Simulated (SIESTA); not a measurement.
**One base run on AlN (P6_3mc, 4 atoms in the cell) and variants with one or two settings moved**

```
AlN
1.0
    3.10294     0.00000     0.00000
   -1.55147     2.68722     0.00000
    0.00000     0.00000     4.97582
Al N
2 2
Direct
  0.66667   0.33333   0.49929
  0.33333   0.66667   0.99929
  0.66667   0.33333   0.88071
  0.33333   0.66667   0.38071
```

Base run A: GGA PBE, numerical atomic orbitals DZP, PseudoDojo PBE standard norm-conserving potentials (rewritten from UPF to PSML) (SIESTA 5.4.2), self-consistent single point.

Its settings: XC.functional = GGA; XC.authors = PBE; potentials = PseudoDojo PBE standard; PAO.BasisSize = DZP; PAO.EnergyShift = 0.005 Ry; MeshCutoff = 300 Ry; kgrid.MonkhorstPack = 10 10 6; OccupationFunction = FD; ElectronicTemperature = 10 K; MaxSCFIterations = 150; SCF.Mixer.Method = Pulay; SCF.Mixer.Weight = 0.25; SCF.Mixer.History = 8; SCF.DM.Tolerance = 1.0E-04.

The starting cell comes from a database of computed structures (which also holds hypothetical and non-ambient phases and stackings), without a prior relaxation at this level. Its lattice was rescaled by a random factor within 2.5 % of one. Values carry the incompleteness of an atom-centred basis. In the base run, with a pressure of about 7 GPa the cell is away from its equilibrium volume at this level.

ΔF is the free energy per atom less that of run A. 

Runs:
- B: kgrid.MonkhorstPack: 10 10 6 → 10 10 6 shifted by 0.0 0.0 0.5
- C: lattice scaled by 1.03; MeshCutoff: 300 Ry → 180 Ry
- D: SCF.DM.Tolerance: 1.0E-04 → default; SCF.DM.Converge: default → false; SCF.H.Converge: default → false; SCF.FreeE.Converge: default → true; SCF.FreeE.Tolerance: default → 1.0E-08 eV
- E: kgrid.MonkhorstPack: 10 10 6 → 19 19 11
- F: MaxSCFIterations: 150 → 300; SCF.Mixer.Weight: 0.25 → 0.05
- G: PAO.EnergyShift: 0.005 Ry → 0.0005 Ry
- H: PAO.SplitNorm: default → 0.3

| run | ΔF (meV/atom) | pressure (GPa) | largest force (eV/Å) | gap on the mesh (eV) | k-points |
|---|---|---|---|---|---|
| A | 0.00 | 6.91 | 0.002 | 4.389 | 338 |
| B | -0.03 | 6.92 | 0.002 | 4.651 | 300 |
| C | 10.2 | -9.11 | 0.023 | 3.577 | 338 |
| D | 0.00 | 6.92 | 0.002 | 4.389 | 338 |
| E | -0.03 | 6.91 | 0.002 | 4.389 | 1986 |
| F | 0.00 | 6.91 | 0.002 | 4.389 | 338 |
| G | -44.7 | 6.83 | 0.005 | 4.422 | 338 |
| H | 35.9 | 8.81 | 0.005 | 4.424 | 338 |

Run B against A: The free energy stays essentially unchanged (within 1 meV/atom), the pressure hardly changes (6.91 to 6.92 GPa), the largest force stays at 0.002 eV/Å and the gap on the mesh goes from 4.389 to 4.651 eV.

Run C against A: The free energy goes up by 10.2 meV/atom, the pressure goes from 6.91 to -9.11 GPa, the largest force goes from 0.002 to 0.023 eV/Å and the gap on the mesh goes from 4.389 to 3.577 eV.
